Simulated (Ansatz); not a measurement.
## hypothetical diamond Mn with two functionals, pressure 1.5 GPa

The reference is Mn in the diamond structure (space group Fd-3m, No. 227; a = 4.9515 Å; non-magnetic; a hypothetical phase, not in the database extracts checked).

(Cell as relaxed with PBE.)

Levels (all Ansatz, a first-principles code, PAW): PBE (420 eV, without spin-orbit coupling); PBEsol (420 eV, spin-orbit coupling left out).

Each level relaxes its own structure.

```json
[
 {"base": "volume per atom", "PBE": "15.17 Å³", "PBEsol": "14.55 Å³"},
 {"base": "lattice parameter a", "PBE": "4.952 Å", "PBEsol": "4.883 Å"},
 {"base": "band gap", "PBE": "zero", "PBEsol": "zero"}
]
```

Now apply this change: a hydrostatic pressure of 1.5 GPa.

```
quantity                           PBE  PBEsol
-----------------------------  -------  ------
shortest interatomic distance  2.137 Å       ?
band gap                          zero       ?
```

Task: What does PBEsol give?

Result: 
- shortest interatomic distance, PBEsol: 2.108 Å
- band gap, PBEsol: zero

PBE's shortest interatomic distance lies 0.029 Å above PBEsol's (1.4 %); the two agree on the band gap. Neither level is exact; PBEsol is the comparison here, not a measurement.

Load acts through the strain it causes; cell and atoms are relaxed under it. No phonon test of stability was made. Seeded moments were not kept for the base. All final runs are without spin polarisation.
